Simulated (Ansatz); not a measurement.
The starting structures come from a database of crystals and need not be the phases stable at ambient conditions.

 Where the default PAW files enter, the runs use the earlier of Ansatz's two default sets.

Tunnelling through a barrier is set by its complex band structure: the current falls as exp(−2κd) with the smallest κ.

Here is the system:

```
O2Si
1.0
    5.16173     0.00000     0.00000
   -2.58087     4.47019     0.00000
    0.00000     0.00000     5.65218
Si O
3 6
Direct
  0.50000   0.50000   0.33333
  0.00000   0.50000   0.00000
  0.50000   0.00000   0.66667
  0.20860   0.79139   0.83333
  0.41721   0.20860   0.50000
  0.20860   0.41721   0.16667
  0.79139   0.20860   0.83333
  0.58279   0.79139   0.50000
  0.79139   0.58279   0.16667
```

Space group of this cell: P6_422. The cell is strained (all lengths scaled by 1.02); by r2SCAN its mean pressure is -9.9 GPa.

Transport runs along the normal of the first two printed cell vectors, the (001) plane of the conventional cell.

No gap correction and no spin-orbit coupling; mid-gap values are interpolated between computed energies.

Task: Give the band gap and the smallest decay constant κ at mid-gap that r2SCAN run with Ansatz (a program for electronic structure) yields.

Result: Gap 5.96 eV on a 12×12×6 mesh; κ = 0.505 1/Å, at the zone centre.
